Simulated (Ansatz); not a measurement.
Fermi-surface data of Cd (P6_3/mmc)

Data:

```
CELL_PARAMETERS angstrom
      2.92719     0.00000     0.00000
     -1.46360     2.53502     0.00000
      0.00000     0.00000     5.72471
ATOMIC_POSITIONS crystal
  Cd 0.33333 0.66667 0.25000
  Cd 0.66667 0.33333 0.75000
```

Method: PBEsol with spin-orbit coupling, rigid bands (plane waves, PAW; Ansatz, a quantum-chemistry and plane-wave program). Condition of this run: spin-orbit coupling switched on. How the cell was made: cell and atoms relaxed with PBEsol.

| Quantity | Value |
|---|---|
| density of states at the Fermi level | 0.454 states/(eV·cell), both spins |
| bare Sommerfeld coefficient | 0.54 mJ/(mol of atoms·K²) |
| Drude plasma energy | 7.9 (x), 7.9 (y), 8.4 (z) eV |
| root-mean-square Fermi velocity | 1.5e6 m/s |
| resistivity times τ | 7.9 (x), 7.9 (y), 7.0 (z) ×10⁻²² Ω·m·s |

A metal at this level (no band gap); rigid bands, thermally averaged at 300 K, both spins. τ is one relaxation time for all states.
